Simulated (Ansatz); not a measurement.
Reference: CdTe (F-43m), PBEsol, rigid bands (plane waves, PAW, scalar-relativistic; Ansatz, an electronic-structure program); axes and stresses refer to this cell.

```yaml
crystal:
  lattice:
    - [0.00000, 3.24462, 3.24462]
    - [3.24462, 0.00000, 3.24462]
    - [3.24462, 3.24462, 0.00000]
  atoms:
    - { symbol: Cd, position: [0.00000, 0.00000, 0.00000] }
    - { symbol: Te, position: [0.25000, 0.25000, 0.25000] }
```

The Seebeck coefficient, p-type 1e19 cm⁻³ is 358 μV/K, the hole conductivity mass comes out as 0.57 mₑ and the Seebeck coefficient, n-type 1e19 cm⁻³ is -48 μV/K.

**Question.** Change: functional PBE, cell relaxed with it. What happens to Seebeck coefficient, p-type 1e19 cm⁻³, hole conductivity mass, Seebeck coefficient, n-type 1e19 cm⁻³?

**Answer.** Seebeck coefficient, p-type 1e19 cm⁻³ increases to 370 μV/K; hole conductivity mass increases to 0.64 mₑ; Seebeck coefficient, n-type 1e19 cm⁻³ moves little, to -48 μV/K.

**Question.** Change: functional r2SCAN on the same cell. What happens to Seebeck coefficient, p-type 1e19 cm⁻³, hole conductivity mass, Seebeck coefficient, n-type 1e19 cm⁻³?

**Answer.** Seebeck coefficient, p-type 1e19 cm⁻³ moves little, to 360 μV/K; hole conductivity mass moves little, to 0.58 mₑ; Seebeck coefficient, n-type 1e19 cm⁻³ goes up in size to -67 μV/K.

Masses are for dilute carriers at 300 K, harmonic means over directions unless an axis is named. Seebeck coefficients are for the stated density at 300 K, with one relaxation time for all states and whether or not that doping can be reached. Spin-orbit coupling is left out unless a row names it; without it the gap and masses of crystals with these elements can be far off.
